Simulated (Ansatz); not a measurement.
```yaml
crystal:
  lattice:
    - [0.00000, 1.87079, 1.87079]
    - [1.87079, 0.00000, 1.87079]
    - [1.87079, 1.87079, 0.00000]
  atoms:
    - { symbol: F, position: [0.00000, 0.00000, 0.00000] }
    - { symbol: Li, position: [0.50000, 0.50000, 0.50000] }
```

No spin polarisation.

Method: r2SCAN (Ansatz, a program for electronic structure, PAW, spin-orbit coupling left out). k-mesh 14×14×14 (Γ-centred); smearing 0.05 eV (Fermi–Dirac).

Task: Predict the width of the top valence band, band gap and gap character.

Result: Width of the top valence band: 1.39 eV
Band gap: 12.43 eV
Gap character: direct at Γ

Load acts through the strain it causes; cell and atoms are relaxed under it. Whether these cells are dynamically stable was not tested. Competing high-pressure phases were not computed. The cell was made from LiF in the rock salt structure (space group Fm-3m, No. 225) by this change: pressure 22.5 GPa.
